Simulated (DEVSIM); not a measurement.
System: illuminated Si p-on-n cell, one wavelength, with a back-surface field, at 300 K.

Layer 1 from the left is Si, thickness (μm) 0.0840, Na (cm⁻³) 2.6e18, τn (s) 2e-6, τp (s) 6.2e-6, absorption coefficient (cm⁻¹) 160. Layer 2 from the left is Si, thickness (μm) 28.0, Nd (cm⁻³) 9.7e16, τn (s) 1.2e-5, τp (s) 1.2e-5, absorption coefficient (cm⁻¹) 160. Layer 3 from the left is Si, thickness (μm) 0.290, Nd (cm⁻³) 7.5e18, τn (s) 1.2e-5, τp (s) 1.2e-5, absorption coefficient (cm⁻¹) 160.

Left contact: ohmic, minority electron recombination velocity 300 cm/s. Right contact: ohmic, minority hole recombination velocity 2e6 cm/s. Voltage is applied to the left contact. Recombination: SRH at mid-gap, radiative, Auger. Gap narrowing is on: ΔEg = 6.92 meV × (l + √(l² + 0.5)), l = ln(N/1.3e17 cm⁻³), shared equally by both band edges. Light enters at the left, 4.7e16 photons cm⁻² s⁻¹, one pass, no reflection. Mobility is μmin + (μ − μmin)/(1 + (N/Nref)^α).

Constants are typed, rounded textbook-type inputs, not results; the design itself was drawn at random and stands for no fabricated device. Values at 300 K.

Si: gap (eV) 1.124, affinity (eV) 4.05, permittivity 11.7, Nc (cm⁻³) 2.86e19, Nv (cm⁻³) 3.1e19, μn (cm²/Vs) 1417, μp (cm²/Vs) 470, μn,min 52, μp,min 45, Nref,n 9.7e16, Nref,p 2.2e17, αn 0.68, αp 0.72, B (cm³/s) 4.7e-15, Cn (cm⁶/s) 2.8e-31, Cp (cm⁶/s) 9.9e-32.

DEVSIM, 1D drift-diffusion, Boltzmann statistics, complete ionisation; no tunnelling, impact ionisation, image-force lowering or self-heating.

Dark forward current:

| |V| (V) | |J| (A/cm²) |
|---|---|
| 0.05 | 1.128e-10 |
| 0.10 | 4.100e-10 |
| 0.15 | 1.296e-9 |
| 0.20 | 4.298e-9 |
| 0.25 | 1.651e-8 |
| 0.30 | 7.743e-8 |
| 0.35 | 4.336e-7 |
| 0.40 | 2.716e-6 |
| 0.45 | 1.799e-5 |
| 0.50 | 0.0001222 |
| 0.55 | 0.0008390 |
| 0.60 | 0.005785 |
| 0.65 | 0.03994 |
| 0.70 | 0.2751 |
| 0.75 | 1.860 |
| 0.80 | 11.49 |
| 0.85 | 57.61 |
| 0.90 | 232.7 |
| 0.95 | 814.0 |
| 1.00 | 2485 |

Problem. Work out the local ideality factor n = ΔV / (kT/q · ln(J2/J1)) between the rows 0.15 and 0.20 V, 0.60 and 0.65 V, 0.95 and 1.00 V.

Solution. kT/q = 25.85 mV. From 0.15 to 0.20 V: ln(4.298e-9/1.296e-9) = 1.199, n = 1.61. From 0.60 to 0.65 V: ln(0.03994/0.005785) = 1.932, n = 1.00, near the 1 of diffusion or emission over a barrier. From 0.95 to 1.00 V: ln(2485/814.0) = 1.116, n = 1.73.

Problem. What current could the absorbed light give at most, and what share is collected?

Solution. Σ αd = 0.454, so qΦ(1 − exp(−Σ αd)) = 2.75 mA/cm². The simulated short-circuit current is 1.842 mA/cm², a share of 0.67.

Problem. Estimate the open-circuit voltage by superposition: the voltage at which the dark current equals that short-circuit current.

Solution. Interpolating ln J in the table gives 0.570 V. The simulation gives 0.570 V, the same within the digits that matter. Superposition holds where collection doesn't change with voltage.

Problem. Estimate the fill factor from FF0 = (v − ln(v + 0.72))/(v + 1), v = qVoc/(nkT), with n from the dark curve.

Solution. The rows about Voc, 0.55 and 0.60 V, give n = 1.00, so v = 22.0 and FF0 = 0.821. The simulation gives 0.821, the same within the digits that matter.
